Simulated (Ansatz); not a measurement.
SmRh₂ (Fd-3m, No. 227) was calculated with LDA (Ansatz, a quantum-chemistry and plane-wave program, plane waves, PAW).

Settings: plane-wave cutoff 500 eV, 12×12×12 k mesh, Fermi–Dirac smearing 0.1 eV, spin-polarised start, scalar-relativistic PAW data made under PBE.

Computed at the level's own relaxed cell.

Question: Predict the volume per atom and lattice constant a.

Answer: 
volume per atom: 17.05 Å³/atom
lattice constant a: 7.425 Å

The run finds no gap.

Note: the magnetic order was assumed, not searched for or taken from measurement; the 4f shell is treated without U or exact exchange, so its levels and filling can be wrong.

Spin–orbit coupling is not included.

The computed numbers hold no vibrational or temperature effects.
